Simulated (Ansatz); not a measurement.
Adsorption energy and surface dipole of H on the 1x1 (101) surface of anatase TiO2 (cut with top plane O), one in a 1x1 cell, started at the site 'over Ti at depth 1.4 Å', worked from the runs' numbers; total energies count from the potentials' own zero.

Host crystal: anatase TiO2, with a band gap (PBE, scalar-relativistic without spin-orbit coupling).

The numbers are results of PBE (plane waves to 420 eV, PAW; Ansatz, an electronic-structure program), not measurements.

Slab: 19 atoms, 9.4 Å thick at the start under the adsorbate (thin: gaps and levels are the slab's own); k 6x4x1, smearing 0.01 eV, dipole-corrected; 7 atoms held, the rest relaxed; no symmetry held; spin-polarised, ending with about 0.3 μB a cell, a value that depends on the mesh; orders that need a larger cell were not tried, no spin-orbit, no U, no dispersion correction. The slab shows no gap over 0.04 eV on its mesh. At the end it is bonded to O. In PBE it is, or lies within 0.03 eV of, the lowest of the starts that converged.

| quantity | value |
|---|---|
| slab with the adsorbate | -21847.044 eV |
| clean slab, same cell and mesh | -21831.434 eV |
| reference, ½ H2(g) | -15.872 eV |
| area of the cell | 19.79 Å² |
| change of the step from the bottom to the top vacuum level | -1.378 eV |

Task: What is the adsorption energy against this reference?

Result: E(slab + adsorbate) − E(slab) − E(reference) = 0.26 eV, so in this state the adsorbate is less stable than in the reference, at a coverage of 5.05 a nm².

Task: What dipole does adsorption add to the slab along the outward normal (Helmholtz relation, ε₀ = 0.005526 e/(V·Å))?

Result: p = −ε₀·A·ΔV = 0.151 e·Å = 0.72 D; its positive end points to the vacuum, which lowers the vacuum level.
